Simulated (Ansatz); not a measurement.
**SnGe (model structure, started from the MnP type, Pnma, No. 62, 8 atoms in the cell): properties by level of theory**

```json
[
 {"level (code)": "PBE (Ansatz)", "equilibrium volume per atom (Å³/atom)": "24.62", "enthalpy of formation (eV/atom)": "0.149"},
 {"level (code)": "PBEsol (Ansatz)", "equilibrium volume per atom (Å³/atom)": "23.32", "enthalpy of formation (eV/atom)": "0.133"},
 {"level (code)": "PBE-D3(BJ) (Ansatz)", "equilibrium volume per atom (Å³/atom)": "23.55", "enthalpy of formation (eV/atom)": "0.130"}
]
```

Caveats: a distance lies near a switch of the dispersion term, which can move the cell (PBE-D3(BJ)). Ansatz's density-functional and Hartree–Fock values are scalar-relativistic unless marked +SOC, with PAW data made under PBE.

A model structure was made by putting elements into a prototype or built by hand; it is no filed structure, need not be a known phase, and can be a saddle point held by its symmetry.

Ansatz is a program for electronic structure.
